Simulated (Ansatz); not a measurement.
Worked example: self-consistent single point of Mg₂NiH₄ (P1, 7 atoms in the cell) in Ansatz (a quantum-chemistry and plane-wave program).

Computed with LDA (PW92), PAW files made with PBE (plane waves; Ansatz).

The change in words: atoms moved at random. Reference geometry:
```
CELL_PARAMETERS angstrom
     -2.26262     3.16457     2.29178
      2.26262    -3.16457     2.29178
      2.26262     3.16457    -2.29178
ATOMIC_POSITIONS crystal
  Mg 0.75963 0.50929 0.25034
  Mg 0.25895 0.50929 0.74966
  Ni 0.03845 0.03845 0.00000
  H  0.18065 0.94860 0.23205
  H  0.71655 0.94860 0.76795
  H  0.25688 0.99543 0.73855
  H  0.25688 0.51833 0.26145
```

Reference input (self-consistent single point, DFT, LDA (PW92), plane waves, PAW files made with PBE): kpoints.mp_grid.grid = 7 7 7; hamiltonian.xc = lda; hamiltonian.pseudopotentials = {kind: paw} (the program's default PAW files); scf.occupations.method = fermi_dirac; scf.occupations.width = 0.05 eV. This run's input differs from it in these lines:

Ansatz 0.2 input:
```diff
@@ -7,9 +7,9 @@
   atoms:
-    - { symbol: Mg, position: [0.759630, 0.509290, 0.250340] }
-    - { symbol: Mg, position: [0.258950, 0.509290, 0.749660] }
-    - { symbol: Ni, position: [0.038450, 0.038450, 0.000000] }
-    - { symbol: H, position: [0.180650, 0.948600, 0.232050] }
-    - { symbol: H, position: [0.716550, 0.948600, 0.767950] }
-    - { symbol: H, position: [0.256880, 0.995430, 0.738550] }
-    - { symbol: H, position: [0.256880, 0.518330, 0.261450] }
+    - { symbol: Mg, position: [0.753147, 0.507300, 0.251444] }
+    - { symbol: Mg, position: [0.262027, 0.517567, 0.761331] }
+    - { symbol: Ni, position: [0.041261, 0.033264, -0.019102] }
+    - { symbol: H, position: [0.179176, 0.950722, 0.244817] }
+    - { symbol: H, position: [0.718579, 0.955402, 0.768916] }
+    - { symbol: H, position: [0.260216, 0.996580, 0.736808] }
+    - { symbol: H, position: [0.253584, 0.507155, 0.255786] }
 kpoints:
```

Log, with long lists cut:

```
SCF iter   1: F=—  HF=-9642.450408 eV  |F-HF|=—  |Δ(HF+E_count)|=         —  Δρ=9.06e-2  dr2=3.84e0  ethr=3.10e-3  ⟨swp⟩=6.0  Hψ=21293  notcnv=0  defer=1
all-band conjugate gradients solve this SCF's bands
preconditioner: auto → none
SCF iter   2: F=—  HF=-9641.153596 eV  |F-HF|=—  |Δ(HF+E_count)|=    1.30e0  Δρ=2.59e-2  dr2=4.89e-1  ethr=3.10e-3  ⟨swp⟩=2.0  Hψ=10707  notcnv=0  defer=304
   [... lines left out ...]
SCF iter   5: F=—  HF=-9640.998330 eV  |F-HF|=—  |Δ(HF+E_count)|=   2.57e-4  Δρ=6.53e-4  dr2=3.49e-4  ethr=1.08e-5  ⟨swp⟩=2.0  Hψ=5644  notcnv=0  defer=304
SCF iter   6: F=—  HF=-9640.998200 eV  |F-HF|=—  |Δ(HF+E_count)|=   1.30e-4  Δρ=4.39e-5  dr2=1.95e-6  ethr=8.31e-7  ⟨swp⟩=2.0  Hψ=6060  notcnv=0  defer=304
SCF iter   7: F=—  HF=-9640.998202 eV  |F-HF|=—  |Δ(HF+E_count)|=   1.61e-6  Δρ=1.41e-5  dr2=9.35e-8  ethr=2.38e-10  ⟨swp⟩=9.8  Hψ=26603  notcnv=0
SCF iter   8: F=-9640.998202 eV  HF=-9640.998202 eV  |F-HF|=1.83e-9  |Δ(HF+E_count)|=   1.62e-8  Δρ=1.94e-6  dr2=1.92e-9  ethr=2.23e-10  ⟨swp⟩=2.9  Hψ=15234  notcnv=0
SCF 1 converged in 8 iterations: F = -9640.998202 eV  dr2 = 1.92e-9
Free energy (F): -9640.998202 eV
Internal energy: -9640.997854 eV  (E = F + TS)
E sigma→0 (E₀):  -9640.998028 eV
Entropy (-TS):   -0.000348 eV (-0.050 meV/atom)
Fermi energy:    7.282909 eV
--- Forces (eV/Å), atoms counted from 1 ---
  atom   1  Mg    -0.04566715     0.10601348     0.03085776
  atom   2  Mg    -0.11586067    -0.13920677     0.02746776
  atom   3  Ni     0.62350715     0.84364912    -0.54100926
  atom   4  H     -0.11887768    -0.87999992     0.27974656
  atom   5  H     -0.05803460     0.06541672    -0.01330664
  atom   6  H     -0.26871850     0.01734611     0.19472595
  atom   7  H     -0.01634326    -0.01323138     0.02153044
--- Stress (GPa, compression-positive) ---
       -2.660641      -0.141249      -0.508991
       -0.141249      -5.305022       0.653941
       -0.508990       0.653940      -3.058790
  P = ⅓ Tr σ = -3.6748 GPa (-36.748 kbar)
  The stress holds the Pulay correction. Without it, at fixed plane waves, as pw.x and ABINIT print it: P = -3.7794 GPa
```

The run converged in 8 iterations. Against the reference run the free energy goes up by 9.4 meV/atom, the pressure goes from -4.12 to -3.67 GPa, the largest force goes from 0.193 to 1.180 eV/Å and the gap on the mesh hardly changes (0.305 to 0.297 eV).

The starting cell comes from a database of computed structures (which also holds hypothetical and non-ambient phases and stackings), without a prior relaxation at this level. For this run, on top of that: atoms moved at random. Spin polarisation is off. With a pressure of about -4 GPa the cell is away from its equilibrium volume at this level. Forces in this geometry exceed 1 eV/Å. Ansatz's pressure includes its estimate of the finite-basis (Pulay) stress.

Cost on one core of a shared machine: roughly 40 s.
